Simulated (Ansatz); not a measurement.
# Parameter sweep on LiSc3 (Pm-3m, 4 atoms in the cell)

```
CELL_PARAMETERS angstrom
      4.37444     0.00000     0.00000
      0.00000     4.37444     0.00000
      0.00000     0.00000     4.37444
ATOMIC_POSITIONS crystal
  Sc 0.00000 0.50000 0.50000
  Sc 0.50000 0.50000 0.00000
  Sc 0.50000 0.00000 0.50000
  Li 0.00000 0.00000 0.00000
```

Base run A: PBE run with Ansatz (a program for electronic structure), self-consistent single point.

Its settings: kpoints.mp_grid.grid = 8 8 8; hamiltonian.xc = pbe; hamiltonian.pseudopotentials = {kind: paw} (the program's default PAW files); scf.occupations.method = cold; scf.occupations.width = 0.1 eV.

The starting cell was generated: these elements placed on a structure prototype, without a prior relaxation; it need not be a known phase or ordering of this composition. In the base run, with a pressure of about 5 GPa the cell is away from its equilibrium volume at this level. Ansatz's pressure includes its estimate of the finite-basis (Pulay) stress.

```tsv
run	change	pressure (GPa)
A	base	5.25
B	hamiltonian.xc: pbe → lda [LDA (PW92)]	0.59
C	hamiltonian.xc: pbe → pbesol [PBEsol]	3.21
D	hamiltonian.xc: pbe → rpbe [RPBE]	7.31
E	hamiltonian.xc: pbe → revpbe [revPBE]	6.81
F	hamiltonian.xc: pbe → blyp [BLYP]	5.71
G	hamiltonian.xc: pbe → r2scan [r2SCAN]	5.98
```

Run G against A: The pressure goes from 5.25 to 5.98 GPa.

Run C against A: The pressure goes from 5.25 to 3.21 GPa.

Keys are those of Ansatz 0.2.
